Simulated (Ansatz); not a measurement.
Start from TiO$_{2}$ in the anatase structure (space group I4_1/amd, No. 141; a = 3.7698 Å, c = 9.5518 Å).

It is then changed as follows: the cell is scaled by 0.9536 in all directions; the atoms relax in the strained cell.

Levels (all Ansatz, a program for electronic structure, PAW): PBEsol (420 eV, without spin-orbit coupling); r2SCAN (500 eV, no spin-orbit coupling); HSE06 (420 eV, no spin-orbit coupling).

At the geometry relaxed with PBEsol, these levels gave the following band gaps, in shuffled order: (a) 2.70 eV, (b) 3.83 eV, (c) 2.21 eV.

Question: Match each gap to its level.

Answer: (a) r2SCAN; (b) HSE06; (c) PBEsol.

Single points use the geometry relaxed with PBEsol. HSE06 gaps are upper bounds (no full band path). Stability against distortions was not tested. The final runs are not spin-polarised.
